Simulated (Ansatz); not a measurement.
Hops of point defects in ferroelectric LiNbO3, each between lowest sites run for its defect: PBE bands (Ansatz, a first-principles code, plane waves to 420 eV, PAW, climbing-image NEB) beside r2SCAN single points (500 eV) at the PBE geometries. Static nuclei, no finite-size correction. The rows are a random draw from the bands that converged and passed our checks of state and shape. Saddle orders were checked for a part of the study's bands only and are not shown. Vacancies start on their lattice site; split forms were not set up. Charge states are imposed.

```
Row                      Defect                               Route  Hop (Å)  Cell and PBE mesh  r2SCAN k-points  PBE barrier x (eV)  r2SCAN barrier y (eV)
---  --------------------------  ----------------------------------  -------  -----------------  ---------------  ------------------  ---------------------
1     interstitial O, charge -2                    O moves farthest     1.25       120 sites, Γ        same mesh                0.62                   0.65
2          O vacancy, charge +2   a nearby O jumps into the vacancy     2.42       120 sites, Γ        same mesh                0.75                   0.80
3     interstitial H, charge +1                    H moves farthest     2.35       120 sites, Γ        same mesh                1.08                   1.19
4         Li vacancy, charge -1  a nearby Li jumps into the vacancy     3.81       120 sites, Γ        same mesh                1.12                   1.15
5    interstitial Li, charge +1                   Li moves farthest     3.09       120 sites, Γ        same mesh                0.97                   0.97
6          O vacancy, charge +2   a nearby O jumps into the vacancy     2.70       120 sites, Γ        same mesh                0.74                      ?
```

Fit a straight line y = a x + b to rows 1 to 5, predict row 6, and compare with the computed value.

Means: x̄ = 0.908, ȳ = 0.952 eV. Sums: Sxx = 0.186, Sxy = 0.195 eV². So a = Sxy/Sxx = 1.048 and b = ȳ − a x̄ = 0.000 eV, with a scatter of 0.05 eV about the line. Row 6: 1.048 × 0.74 + 0.000 ≈ 0.78 eV. The computed r2SCAN value is 0.78 eV, 0.00 eV from the line, within the scatter. The line only summarises these rows of one host.
